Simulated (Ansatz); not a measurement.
Base system: NaOH (space group Cmcm, No. 63; a = 3.4043 Å, b = 10.8864 Å, c = 3.3706 Å; a cell from a computed database, its experimental status unchecked; layered, stacked along the Cartesian y axis). Axes: x, y, z lie along a, b, c of the conventional cell.

One thing is altered: uniaxial stress, 5 GPa tension along x, with the cell and atoms free to relax against it.

Levels (all Ansatz, a quantum-chemistry and plane-wave program, PAW): PBEsol (420 eV, spin-orbit coupling left out); HSE06 (420 eV, no SOC).

The geometry is relaxed with PBEsol.

| Property | Value |
|---|---|
| PBEsol lowest conduction level above the VBM at special points | Γ 2.73 eV; Y 3.95 eV; C₀ 5.70 eV |

What does HSE06 give at this geometry for the lowest conduction level above the VBM at special points?

The lowest conduction level above the VBM at special points changes from Γ 2.73 eV; Y 3.95 eV; C₀ 5.70 eV to Γ 4.53 eV; Y 5.79 eV; C₀ 7.59 eV.

Single points use the geometry relaxed with PBEsol. The levels and masses belong to the bands next to the band gap. Load acts through the strain it causes; cell and atoms are relaxed under it. Stability under load was not tested beyond the relaxation. No dispersion term is included in the PBEsol runs.
